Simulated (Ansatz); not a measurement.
TiAl3 (I4/mmm, No. 139) was calculated with revPBE (Ansatz, a first-principles code, plane waves, PAW).

Run with plane-wave cutoff 520 eV, 20×20×20 k mesh, Fermi–Dirac smearing 0.05 eV, no spin polarisation, scalar-relativistic PAW data made under PBE.

The cell is scaled about its equilibrium volume:

Shape and atoms are relaxed at each volume.

```
V (Å³/atom)  P (GPa)  c (Å)  a (Å)
-----------  -------  -----  -----
15.550          4.53  8.539  3.817
15.874          2.15  8.601  3.842
16.198          0.00  8.662  3.868
16.521         -1.95  8.724  3.892
16.845         -3.70  8.784  3.917
```

Note: the bulk modulus comes from volumes at which shape and atoms were relaxed.
